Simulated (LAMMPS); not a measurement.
MD of SiC (zinc blende) at zero pressure, 512 atoms, as a crystal; each row is its own run.

Level of theory: classical MD, pair style meam, file SiC.meam (LAMMPS).

```
T (K)  enthalpy (eV/atom)
-----  ------------------
200               -6.3804
300               -6.3543
1300              -6.0866
2180              -5.8393
2610              -5.7122
3040              -5.5835
```

Question: Fit a straight line, y = a + b x, to these rows (x is the first column, y the second) and predict the run at x = 1740.

Answer: Least squares gives a = -6.4410 and b = 0.0002793. At x = 1740 the fit predicts -5.9550 eV/atom. The run itself gave -5.9656 ± 0.0005 eV/atom, so the fit is 11 meV/atom high.

Caution (rows 200; 300): nuclei are classical, which matters for such light atoms.
